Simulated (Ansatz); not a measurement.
Checking a run of Ansatz (a first-principles code) on LuSi2Ni (Cmcm, 8 atoms in the cell). The aim is a self-consistent single point with DFT, LDA (PW92), plane waves, default PAW files made with PBE.

Cell that was meant: a = 8.4930 Å, b = 8.4930 Å, c = 3.8521 Å, α = 90.00°, β = 90.00°, γ = 153.69°.

Part of the input:

Ansatz 0.2 input:
```yaml
crystal:
  lattice:
    - [1.022780, -4.376371, 0.000000]
    - [1.022780, 4.376371, 0.000000]
    - [0.000000, 0.000000, 2.038451]
  atoms:
    - { symbol: Lu, position: [0.894580, 0.105420, 0.250000] }
    - { symbol: Lu, position: [0.105420, 0.894580, 0.750000] }
    - { symbol: Si, position: [0.540190, 0.459810, 0.250000] }
    - { symbol: Si, position: [0.459810, 0.540190, 0.750000] }
    - { symbol: Si, position: [0.250040, 0.749960, 0.250000] }
    - { symbol: Si, position: [0.749960, 0.250040, 0.750000] }
    - { symbol: Ni, position: [0.674230, 0.325770, 0.250000] }
    - { symbol: Ni, position: [0.325770, 0.674230, 0.750000] }
basis:
  ecutwfc: 420.0
kpoints:
```

The program printed (abridged):

```
WARN ansatz: RAYON_NUM_THREADS=1 ignored (pool sized by the plan → 1); use --threads N
   [... lines left out ...]
PAW frozen core: Ni, regenerated for the run's functional, and the local potential with it
Initial density: superposition of atomic densities (neutral atoms: chi_scale 0, normalization atom), corrected by the library's trained network
Initial wavefunctions: pseudopotential atomic-orbital guess
Eigensolver: davidson
Functional: x = slater, c = lda
SCF iter   1: F=—  HF=-43590.922112 eV  |F-HF|=—  |Δ(HF+E_count)|=         —  Δρ=3.32e0  dr2=6.18e3  ethr=1.77e-3  ⟨swp⟩=93.0  Hψ=42167  notcnv=52  defer=192
all-band conjugate gradients solve this SCF's bands
preconditioner: auto → LDOS
SCF iter   2: F=—  HF=-43426.580565 eV  |F-HF|=—  |Δ(HF+E_count)|=    1.64e2  Δρ=5.85e0  dr2=4.62e3  ethr=1.77e-3  ⟨swp⟩=46.0  Hψ=37932  notcnv=516  defer=117
   [... lines left out ...]
SCF iter  14: F=—  HF=-42255.321926 eV  |F-HF|=—  |Δ(HF+E_count)|=   4.78e-6  Δρ=2.20e-4  dr2=5.08e-6  ethr=7.69e-8  ⟨swp⟩=18.8  Hψ=5772  notcnv=0  defer=33
SCF iter  15: F=—  HF=-42255.321930 eV  |F-HF|=—  |Δ(HF+E_count)|=   3.73e-6  Δρ=4.83e-5  dr2=1.93e-7  ethr=4.98e-9  ⟨swp⟩=27.8  Hψ=8707  notcnv=0  defer=32
SCF iter  16: F=-42255.321934 eV  HF=-42255.321934 eV  |F-HF|=3.48e-8  |Δ(HF+E_count)|=   4.33e-6  Δρ=1.77e-5  dr2=2.88e-8  ethr=9.80e-11  ⟨swp⟩=209.4  Hψ=67159  notcnv=0
SCF 1 converged in 16 iterations: F = -42255.321934 eV  dr2 = 2.88e-8
Free energy (F): -42255.321934 eV
Internal energy: -42255.245994 eV  (E = F + TS)
E sigma→0 (E₀):  -42255.283964 eV
Entropy (-TS):   -0.075940 eV (-9.492 meV/atom)
Fermi energy:    102.905066 eV
--- Forces (eV/Å), atoms counted from 1 ---
  atom   1  Lu     0.00000000   -64.29199413    -0.00000000
  atom   2  Lu     0.00000000    64.29199413     0.00000000
  atom   3  Si     0.00000000    24.69523795     0.00000000
  atom   4  Si     0.00000000   -24.69523795    -0.00000000
  atom   5  Si     0.00000000    -3.03810637    -0.00000000
  atom   6  Si     0.00000000     3.03810637     0.00000000
  atom   7  Ni     0.00000000    12.07203701     0.00000000
  atom   8  Ni     0.00000000   -12.07203701    -0.00000000
--- Stress (GPa, compression-positive) ---
    10507.018995      -0.000000      -0.000000
       -0.000000   10417.071616       0.000000
       -0.000000       0.000000   11233.484824
  P = ⅓ Tr σ = 10719.1918 GPa (107191.918 kbar)
  The stress holds the Pulay correction. Without it, at fixed plane waves, as pw.x and ABINIT print it: P = 10624.8381 GPa
```

Is this run sound? If not, what is wrong?

The run is not sound. The fault is this: lattice multiplied by the bohr radius once too often. 1 bohr is 0.529 Å, so a mix-up scales every length by 1.89 or 0.529 and the volume by 6.75 or 0.148. To fix it, give the lengths in the unit that the key or card expects. The run converged in 16 iterations without an error; against the sound input the free energy rises by 89.9 eV/atom, the pressure goes from -5.47 to 10720 GPa and the largest force goes from 0.203 to 64.29 eV/Å.

An input that runs soundly differs in these lines (not the only fix; some lines may just follow from the change or write a value another way):
```diff
-    - [1.022780, -4.376371, 0.000000]
-    - [1.022780, 4.376371, 0.000000]
-    - [0.000000, 0.000000, 2.038451]
+    - [1.932775, -8.270143, 0.000000]
+    - [1.932775, 8.270143, 0.000000]
+    - [0.000000, 0.000000, 3.852114]
```

With that input, the run converged in 9 iterations: free energy E − TS (on the zero of these files) -42974.3049 eV; Fermi level (on the code's own zero) 14.53 eV; pressure -5.47 GPa; largest force (vector length) 0.203 eV/Å (DFT, LDA (PW92), plane waves, default PAW files made with PBE).

On the sound input: the starting cell comes from a database of computed structures (which also holds hypothetical and non-ambient phases and stackings), without a prior relaxation at this level. Its lattice was rescaled by a random factor within 2.5 % of one. Spin-orbit coupling is off. Spin polarisation is off. With a pressure of about -5 GPa the cell is away from its equilibrium volume at this level. Ansatz's pressure includes its estimate of the finite-basis (Pulay) stress. Without a gap this mesh is coarse (it stands for a supercell whose shortest vector is 15 Å).
